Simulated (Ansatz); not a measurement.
Input:

```
GaN
1.0
    3.18693     0.00000     0.00000
    0.00000     3.18693     0.00000
    1.59347     1.59347     2.25350
Ga N
1 1
Direct
  0.00000   0.00000   0.00000
  0.25000   0.75000   0.50000
```

Space group of this cell: F-43m, zinc blende. The cell is taken as given; by r2SCAN its mean pressure is -1.2 GPa.

The current runs along the normal of the first two printed vectors, the (001) plane. All runs by Ansatz (a quantum-chemistry and plane-wave program), plane waves and PAW, without spin-orbit coupling; the base is r2SCAN.

```
run                                                      mean pressure (GPa)    gap (eV)  mid-gap κ (1/Å)
-------------------------------------------------------  -------------------  ----------  ---------------
base                                                                    -1.2        2.13            0.154
all lengths scaled by 0.98                                              12.1        2.53            0.180
all lengths scaled by 1.02                                             -11.2  (withheld)       (withheld)
lengths across the current scaled by 0.98, ions clamped                  7.2  (withheld)       (withheld)
lengths across the current scaled by 1.02, ions clamped                 -8.2  (withheld)       (withheld)
lengths along the current scaled by 0.97, ions clamped                   5.0        2.24            0.162
lengths along the current scaled by 1.03, ions clamped                  -6.5        1.88            0.145
```

Question: Fill in the missing entries.

Answer: 
- all lengths scaled by 1.02, gap (eV): 1.73
- all lengths scaled by 1.02, mid-gap κ (1/Å): 0.127
- lengths across the current scaled by 0.98, ions clamped, gap (eV): 2.36
- lengths across the current scaled by 0.98, ions clamped, mid-gap κ (1/Å): 0.175
- lengths across the current scaled by 1.02, ions clamped, gap (eV): 1.80
- lengths across the current scaled by 1.02, ions clamped, mid-gap κ (1/Å): 0.133
